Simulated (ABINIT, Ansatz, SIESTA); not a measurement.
# Code comparison for HfB2 (P6/mmm, 3 atoms in the cell)

Self-consistent single point.

```xyz
3
Lattice="3.1327 0.0000 0.0000 -1.5663 2.7130 0.0000 0.0000 0.0000 3.4792" Properties=species:S:1:pos:R:3 pbc="T T T"
Hf     0.0000     0.0000     0.0000
B      0.0000     1.8087     1.7396
B      1.5663     0.9043     1.7396
```

Shared settings, as Ansatz (a program for electronic structure) writes them: kpoints.mp_grid.grid = 8 8 7; scf.occupations.method = fermi_dirac; scf.occupations.width = 0.05 eV. Potentials and cutoffs stand in the table.

```
code                                                                                                                            model  pressure (GPa)       cutoff
------  -----------------------------------------------------------------------------------------------------------------------------  --------------  -----------
Ansatz                                                                                                PBEsol, PAW files made with PBE           -3.24      default
ABINIT                                                 PBEsol, norm-conserving pseudopotentials (PseudoDojo nc-sr-04 PBEsol standard)           -2.42        38 Ha
SIESTA  GGA PBEsol, numerical atomic orbitals DZP, PseudoDojo PBEsol standard norm-conserving potentials (rewritten from UPF to PSML)           -3.74  grid 300 Ry
```

On Ansatz's run: spin-orbit coupling is off.

The spread over the programs that give each value: pressure within 1.32 GPa.

SIESTA uses small atom-centred bases, whose incompleteness enters pressures, forces and empty levels differently from a plane-wave cutoff. Ansatz's pressure is given at a fixed set of plane waves, as the other plane-wave codes print theirs; with its correction for the finite basis it is -3.11 GPa.

The starting cell comes from a database of computed structures (which also holds hypothetical and non-ambient phases and stackings), without a prior relaxation at this level.

Left out of this page: GPAW, Elk and FLEUR (not drawn, or without a comparable value).

Keys are those of Ansatz 0.2.
